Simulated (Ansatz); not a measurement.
**A computed series for Au: response to strain**

Take Au in the fcc (Cu type) structure (space group Fm-3m, No. 225; relaxed with 0.1 eV smearing) as the base.

```
CELL_PARAMETERS angstrom
      0.00000     2.06226     2.06226
      2.06226     0.00000     2.06226
      2.06226     2.06226     0.00000
ATOMIC_POSITIONS crystal
  Au 0.00000 0.00000 0.00000
```

Cartesian axes are those of the cell as printed.

Strains are applied to the cell and any free atomic positions relax; under biaxial strain the out-of-plane vector relaxes too.

Computed with r2SCAN (Ansatz, an electronic-structure program, PAW, no spin-orbit coupling).

Candidates:
(a) biaxial strain +0.50 %, plane normal [001], relaxed out of plane
(b) biaxial strain +1.00 %, plane normal [001], relaxed out of plane
(c) biaxial strain +1.50 %, plane normal [001], relaxed out of plane

Question: Order them by out-of-plane strain, highest first.

Answer: (a) biaxial strain +0.50 %, plane normal [001], relaxed out of plane (-0.90 %), (b) biaxial strain +1.00 %, plane normal [001], relaxed out of plane (-1.79 %), (c) biaxial strain +1.50 %, plane normal [001], relaxed out of plane (-2.67 %)

Stability against distortions was not tested.
